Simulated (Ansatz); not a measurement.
Thermal expansion of MoP (P-6m2, relaxed from the WC type)

Method: quasi-harmonic approximation, PBEsol density-functional theory in Ansatz (plane waves, PAW); phonon mesh 4×4×3, k mesh 12×12×12. The cell was generated from a structure type, relaxed within its symmetry, and need not be the phase found at ambient conditions. The run noted for some of its cells that some bands missed the eigensolver's tolerance.

| T (K) | α_a (10⁻⁶/K) | α_c (10⁻⁶/K) | C_P (J/mol/K) | bulk modulus B_T (GPa) | γ |
|---|---|---|---|---|---|
| 50 | 0.7 | 0.0 | 4.1 | 230 | 1.27 |
| 100 | 2.3 | 1.3 | 17.0 | 230 | 1.37 |
| 150 | 3.6 | 2.9 | 28.0 | 229 | 1.42 |
| 200 | 4.5 | 4.1 | 35.3 | 229 | 1.45 |
| 250 | 5.0 | 4.8 | 39.9 | 228 | 1.46 |
| 300 | 5.4 | 5.3 | 43.0 | 227 | 1.47 |
| 350 | 5.7 | 5.6 | 45.0 | 226 | 1.48 |
| 400 | 5.9 | 5.8 | 46.5 | 225 | 1.48 |
| 450 | 6.1 | 6.0 | 47.6 | 224 | 1.49 |
| 500 | 6.3 | 6.1 | 48.5 | 223 | 1.49 |
| 550 | 6.4 | 6.2 | 49.2 | 222 | 1.49 |
| 600 | 6.5 | 6.3 | 49.8 | 221 | 1.50 |
| 650 | 6.6 | 6.4 | 50.3 | 219 | 1.50 |
| 700 | 6.7 | 6.4 | 50.7 | 218 | 1.50 |
| 750 | 6.8 | 6.5 | 51.1 | 217 | 1.51 |
| 800 | 6.9 | 6.5 | 51.5 | 216 | 1.51 |
| 850 | 7.0 | 6.6 | 51.8 | 215 | 1.51 |
| 900 | 7.1 | 6.6 | 52.1 | 214 | 1.52 |
| 950 | 7.1 | 6.7 | 52.4 | 213 | 1.52 |
| 1000 | 7.2 | 6.7 | 52.7 | 212 | 1.52 |

The conventional lattice constants at 300 K is a = 3.214 Å, c = 3.180 Å and the entropy at 300 K is 42.3 J/(mol K). The adiabatic bulk modulus at 300 K comes out as 228 GPa. The bulk modulus without vibrations comes out as 233 GPa. The zero-point volume expansion comes out as 0.40 %.

Whether this phase is the stable one at each condition was not tested.

Ansatz is a program for electronic structure.
